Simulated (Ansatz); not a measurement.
Worked example: self-consistent single point of PbSe2 (I4/mcm, 6 atoms in the cell) in Ansatz (a first-principles code).

Computed with LDA (PW92), PAW files made with PBE (plane waves; Ansatz).

The change in words: lattice scaled by 0.98. Reference geometry:
```xyz
6
Lattice="-3.2205 3.2205 3.8803 3.2205 -3.2205 3.8803 3.2205 3.2205 -3.8803" Properties=species:S:1:pos:R:3 pbc="T T T"
Pb     0.0000     0.0000     1.9402
Pb     0.0000     0.0000     5.8205
Se     0.8362     4.0567     0.0000
Se     2.3843    -0.8362     3.8803
Se     2.3843     0.8362     0.0000
Se     0.8362     2.3843     3.8803
```

Reference input (self-consistent single point, DFT, LDA (PW92), plane waves, PAW files made with PBE): kpoints.mp_grid.grid = 4 4 4; hamiltonian.xc = lda; hamiltonian.pseudopotentials = {kind: paw} (an earlier, softer set of the program's PAW files); scf.occupations.method = gaussian; scf.occupations.width = 0.0147 Ry. This run's input differs from it in these lines:

Ansatz 0.2 input:
```diff
@@ -3,12 +3,12 @@
   lattice:
-    - [-3.220499, 3.220499, 3.880343]
-    - [3.220499, -3.220499, 3.880343]
-    - [3.220499, 3.220499, -3.880343]
+    - [-3.156089, 3.156089, 3.802736]
+    - [3.156089, -3.156089, 3.802736]
+    - [3.156089, 3.156089, -3.802736]
   atoms:
-    - { symbol: Pb, position_ang: [0.000000, 0.000000, 1.940171] }
-    - { symbol: Pb, position_ang: [0.000000, -0.000000, 5.820514] }
-    - { symbol: Se, position_ang: [0.836170, 4.056669, 0.000000] }
-    - { symbol: Se, position_ang: [2.384329, -0.836170, 3.880343] }
-    - { symbol: Se, position_ang: [2.384329, 0.836170, 0.000000] }
-    - { symbol: Se, position_ang: [0.836170, 2.384329, 3.880343] }
+    - { symbol: Pb, position_ang: [0.000000, 0.000000, 1.901368] }
+    - { symbol: Pb, position_ang: [-0.000000, 0.000000, 5.704104] }
+    - { symbol: Se, position_ang: [0.819447, 3.975536, 0.000000] }
+    - { symbol: Se, position_ang: [2.336642, -0.819447, 3.802736] }
+    - { symbol: Se, position_ang: [2.336642, 0.819447, 0.000000] }
+    - { symbol: Se, position_ang: [0.819447, 2.336642, 3.802736] }
 kpoints:
```

Log, with long lists cut:

```
SCF iter   1: F=—  HF=-44743.376935 eV  |F-HF|=—  |Δ(HF+E_count)|=         —  Δρ=2.39e-2  dr2=6.55e-1  ethr=3.10e-3  ⟨swp⟩=7.4  Hψ=2786  notcnv=0
all-band conjugate gradients solve this SCF's bands
preconditioner: auto → Kerker (q_TF=auto, 2.511 Å⁻¹)
SCF iter   2: F=—  HF=-44743.230189 eV  |F-HF|=—  |Δ(HF+E_count)|=   1.47e-1  Δρ=1.43e-2  dr2=2.49e-1  ethr=7.12e-4  ⟨swp⟩=1.6  Hψ=861  notcnv=0  defer=17
   [... lines left out ...]
SCF iter   6: F=—  HF=-44743.158498 eV  |F-HF|=—  |Δ(HF+E_count)|=   1.39e-6  Δρ=1.47e-4  dr2=4.88e-5  ethr=2.22e-7  ⟨swp⟩=2.8  Hψ=1291  notcnv=0  defer=17
SCF iter   7: F=—  HF=-44743.158485 eV  |F-HF|=—  |Δ(HF+E_count)|=   1.29e-5  Δρ=3.50e-5  dr2=3.35e-6  ethr=5.30e-8  ⟨swp⟩=2.0  Hψ=859  notcnv=0  defer=17
SCF iter   8: F=—  HF=-44743.158485 eV  |F-HF|=—  |Δ(HF+E_count)|=   2.45e-7  Δρ=1.35e-5  dr2=4.30e-7  ethr=3.64e-9  ⟨swp⟩=2.0  Hψ=898  notcnv=0  defer=17
SCF iter   9: F=-44743.158485 eV  HF=-44743.158485 eV  |F-HF|=1.63e-8  |Δ(HF+E_count)|=   1.11e-7  Δρ=5.08e-6  dr2=4.34e-8  ethr=1.09e-10  ⟨swp⟩=10.8  Hψ=3465  notcnv=0
SCF 1 converged in 9 iterations: F = -44743.158485 eV  dr2 = 4.34e-8
Free energy (F): -44743.158485 eV
Internal energy: -44743.149207 eV  (E = F + TS)
E sigma→0 (E₀):  -44743.153846 eV
Entropy (-TS):   -0.009278 eV (-1.546 meV/atom)
Fermi energy:    9.609278 eV
--- Forces (eV/Å), atoms counted from 1 ---
  atom   1  Pb     0.00000000    -0.00000000     0.00000000
  atom   2  Pb    -0.00000000     0.00000000     0.00000000
  atom   3  Se     0.41353251     0.41353251     0.00000000
  atom   4  Se    -0.41353251    -0.41353251     0.00000000
  atom   5  Se    -0.41353251     0.41353251     0.00000000
  atom   6  Se     0.41353251    -0.41353251     0.00000000
--- Stress (GPa, compression-positive) ---
        1.509652       0.000000       0.000000
        0.000000       1.509652      -0.000000
        0.000000       0.000000       0.089838
  P = ⅓ Tr σ = 1.0364 GPa (10.364 kbar)
  The stress holds the Pulay correction. Without it, at fixed plane waves, as pw.x and ABINIT print it: P = 1.0081 GPa
```

The run converged in 9 iterations. Against the reference run the free energy falls by 8.7 meV/atom, the pressure goes from -2.59 to 1.04 GPa and the largest force goes from 0.220 to 0.585 eV/Å.

The starting cell comes from a database of computed structures (which also holds hypothetical and non-ambient phases and stackings), without a prior relaxation at this level. Its lattice was rescaled by a random factor within 2.5 % of one. For this run, on top of that: lattice scaled by 0.98. Ansatz's pressure includes its estimate of the finite-basis (Pulay) stress. The run gives no clean gap (levels at the Fermi energy touch, overlap or are partly filled at this smearing), which alone does not show that the compound is a metal.
